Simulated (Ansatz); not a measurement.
A (10,0) silicon nanotube, relaxed period 6.683 Å, atoms relaxed at each strain.

```tsv
strain	energy (meV a period)	axial force (nN)
-0.015	+100.5	-3.28
+0.015	+106.0	+3.34
```

All values below come from PBE (plane waves to 420 eV, PAW; Ansatz, a program for electronic structure). Mesh 1×1×12. No spin polarisation. It repeats along c; a and b span vacuum. A hypothetical model, rolled from the flat sheet. Only distortions within the start's symmetry and period were free. Buckling under compression is shut out by symmetry and the short period. Energies are free energies at a Fermi–Dirac width of 0.05 eV, from the unstrained cell.

Mean diameter 12.32 Å.

Question: Work out the axial stiffness dF/dε in two ways, and what it means for a modulus.

Answer: From the forces: (+3.34 − (-3.28))/0.030 = 221 nN. From the energies: (E₊ + E₋)/(ε² c) = 0.2065 eV/(0.015² × 6.683 Å) = 137.3 eV/Å = 220 nN. The two agree to within 1 %. Spread over the circumference π × 12.32 Å, the force value is a sheet stiffness of 57 N/m.
